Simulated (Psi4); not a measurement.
Psi4 1.11, M06-2X/def2-svpd: Ba(Cl)(OH) ([OH][Ba][Cl]), 4 atoms. The geometry is a generated start, not checked to be a minimum at this level.

```yaml
task: gradient
method: m06-2x
basis: def2-svpd
memory: 7 GB
scf_type: df (default)
guess: auto, which took SAD (default)
diis_max_vecs: 10 (default)
scf_initial_accelerator: adiis (default)
e_convergence: 1e-08 (default)
d_convergence: 1e-08 (default)
effective_core_potentials: those of the basis set, past Kr
basis functions (reference run): 91
grid points (reference run): 748606
```

```xyz
4

Ba     0.4171    -0.5217    -1.0960
Cl     1.3943     1.9485    -0.9755
O     -0.7726    -0.5360     0.6122
H     -1.0388    -0.8908     1.4593
```
Charge 0, spin multiplicity 1.

The reference run has dft_radial_points = 200, dft_spherical_points = 974, dft_pruning_scheme = none (default); it is not itself proven converged. One run each, on a shared machine, so no times are given.

Settings tried, all else as in the reference:
- dft_radial_points = 35, dft_spherical_points = 110
- dft_radial_points = 75 (default), dft_spherical_points = 302 (default), dft_pruning_scheme = robust
- dft_radial_points = 75 (default), dft_spherical_points = 302 (default), dft_pruning_scheme = treutler
- dft_radial_points = 50, dft_spherical_points = 194
- dft_radial_points = 150, dft_spherical_points = 770
- dft_radial_points = 75 (default), dft_spherical_points = 434
- dft_radial_points = 99, dft_spherical_points = 590, dft_pruning_scheme = robust
- dft_radial_points = 99, dft_spherical_points = 590, dft_pruning_scheme = treutler
- dft_radial_points = 75 (default), dft_spherical_points = 302 (default)
- dft_radial_points = 99, dft_spherical_points = 590
- dft_radial_points = 25, dft_spherical_points = 50

Which of these stay within 10 meV/atom in energy, 100 meV/Å in forces (largest component) of the reference run?

Within it: dft_radial_points = 150, dft_spherical_points = 770. Outside: dft_radial_points = 99, dft_spherical_points = 590, dft_pruning_scheme = treutler; dft_radial_points = 99, dft_spherical_points = 590, dft_pruning_scheme = robust; dft_radial_points = 99, dft_spherical_points = 590; dft_radial_points = 75 (default), dft_spherical_points = 434; dft_radial_points = 75 (default), dft_spherical_points = 302 (default), dft_pruning_scheme = treutler; dft_radial_points = 75 (default), dft_spherical_points = 302 (default), dft_pruning_scheme = robust; dft_radial_points = 75 (default), dft_spherical_points = 302 (default); dft_radial_points = 50, dft_spherical_points = 194; dft_radial_points = 35, dft_spherical_points = 110; dft_radial_points = 25, dft_spherical_points = 50.

```csv
setting,grid points,energy against the reference,difference in forces (largest component)
the reference,748606,—,—
"dft_radial_points = 150, dft_spherical_points = 770",445469,−0.0087 meV/atom,1.8 meV/Å
"dft_radial_points = 99, dft_spherical_points = 590, dft_pruning_scheme = treutler",146441,+7.7 meV/atom,480 meV/Å
"dft_radial_points = 99, dft_spherical_points = 590, dft_pruning_scheme = robust",175889,+7.9 meV/atom,480 meV/Å
"dft_radial_points = 99, dft_spherical_points = 590",225909,+7.9 meV/atom,480 meV/Å
"dft_radial_points = 75 (default), dft_spherical_points = 434",126303,+16 meV/atom,540 meV/Å
"dft_radial_points = 75 (default), dft_spherical_points = 302 (default), dft_pruning_scheme = treutler",59027,+15 meV/atom,540 meV/Å
"dft_radial_points = 75 (default), dft_spherical_points = 302 (default), dft_pruning_scheme = robust",67739,+15 meV/atom,540 meV/Å
"dft_radial_points = 75 (default), dft_spherical_points = 302 (default)",87919,+15 meV/atom,540 meV/Å
"dft_radial_points = 50, dft_spherical_points = 194",38102,−21 meV/atom,670 meV/Å
"dft_radial_points = 35, dft_spherical_points = 110",15196,−70 meV/atom,690 meV/Å
"dft_radial_points = 25, dft_spherical_points = 50",4931,+580 meV/atom,900 meV/Å
```

Total energies are compared; such shifts often cancel in part in energy differences. The gradients leave out the derivatives of the grid weights. The tolerance is a choice made for this comparison.
